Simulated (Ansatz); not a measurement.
The parent structure is MoS2 in the 3R-MoS2 type structure (space group R3m, No. 160; layered, stacked along the Cartesian z axis).

```yaml
crystal:
  lattice:
    - [1.55780, 0.89940, 5.78545]
    - [-1.55780, 0.89940, 5.78545]
    - [0.00000, -1.79879, 5.78545]
  atoms:
    - { symbol: Mo, position: [0.00004, 0.00004, 0.00004] }
    - { symbol: S, position: [0.75647, 0.75647, 0.75647] }
    - { symbol: S, position: [0.57679, 0.57679, 0.57679] }
```

Cartesian axes are those of the cell as printed.

Level of theory: PBEsol-D3(BJ) in Ansatz (plane waves to 420 eV, PAW, spin-orbit coupling left out).

Strains are applied to the cell and any free atomic positions relax; under biaxial strain the out-of-plane vector relaxes too.

One change was made to it. Results:

The band gap increases by 0.18 eV to 0.68 eV; the shortest interatomic distance shrinks by 0.0255 Å, from 2.380 Å to 2.354 Å; the energy rises by 75 meV/atom; the smallest direct gap drops by 0.15 eV, from 1.87 eV to 1.72 eV.

### Question
Which of these changes matches the shifts?
(A) isotropic strain +4.45 %
(B) biaxial strain −4.68 %, plane normal [001], relaxed out of plane
(C) uniaxial strain ε_xx = +1.05 %
(D) biaxial strain −3.27 %, plane normal [001], relaxed out of plane

### Answer
B, biaxial strain −4.68 %, plane normal [001], relaxed out of plane. For comparison, the band gap in the other runs: biaxial strain −3.27 %, plane normal [001], relaxed out of plane gives 0.61 eV; uniaxial strain ε_xx = +1.05 % gives 0.52 eV; isotropic strain +4.45 % gives 0.37 eV.

Semilocal Kohn–Sham gaps tend to fall short of experiment. No phonon test of stability was made.

Ansatz is a quantum-chemistry and plane-wave program.
